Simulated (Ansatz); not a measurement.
Start from HfSi2 (space group Cmcm, No. 63).

```
CELL_PARAMETERS angstrom
      1.84139    -7.29901     0.00000
      1.84139     7.29901     0.00000
      0.00000     0.00000     3.65821
ATOMIC_POSITIONS crystal
  Si 0.94568 0.05432 0.75000
  Si 0.05432 0.94568 0.25000
  Si 0.24976 0.75024 0.75000
  Si 0.75024 0.24976 0.25000
  Hf 0.60551 0.39449 0.75000
  Hf 0.39449 0.60551 0.25000
```

Cartesian axes are those of the cell as printed.

Level of theory: PBE (Ansatz, a first-principles code), no spin-orbit coupling.

Base values:

* **Pressure**: 0.0 GPa
* **Shortest interatomic distance**: 2.421 Å
* **Band gap**: zero

One thing is altered: the cell is compressed by 4.46 % along z with no lateral relaxation; the atoms relax in the strained cell.

Problem. How does this affect the energy relative to the base, pressure, shortest interatomic distance, largest internal atomic displacement and band gap?

Solution. The energy increases by 30 meV/atom; the pressure (mean of the normal stresses, compression positive) goes from zero to 7.6 GPa; the shortest interatomic distance drops by 0.047 Å (2.421 Å → 2.374 Å); the largest internal atomic displacement comes out as 0.020 Å; the band gap is still zero.

Without a gap, meshes like the base's 13×13×13 leave anisotropic stresses uncertain by several tenths of a GPa, and small strain energies with them. Whether these cells are dynamically stable was not tested. All final runs are without spin polarisation.
